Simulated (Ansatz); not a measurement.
## BP (model structure, started from the rocksalt type, Fm-3m, No. 225, 2 atoms in the cell): properties by level of theory

```tsv
level (code)	lattice constant a (Å)	cohesive energy (eV/atom)
PBEsol (Ansatz)	?	4.75
PBE-D3(BJ) (Ansatz)	4.268	?
r²SCAN (Ansatz)	4.321	4.06
r²SCAN+rVV10 (Ansatz)	4.316	4.23
```

**Question.** Some entries are withheld; supply them.

**Answer.** 
- PBEsol (Ansatz, an electronic-structure program), lattice constant a (Å): 4.290
- PBE-D3(BJ) (Ansatz), cohesive energy (eV/atom): 4.61

Ansatz's density-functional and Hartree–Fock values are scalar-relativistic unless marked +SOC, with PAW data made under PBE.

Free atoms are spin-polarised, in the lowest state found; at levels without +SOC their spin–orbit coupling is left out.

A model structure was made by putting elements into a prototype or built by hand; it is no filed structure, need not be a known phase, and can be a saddle point held by its symmetry.
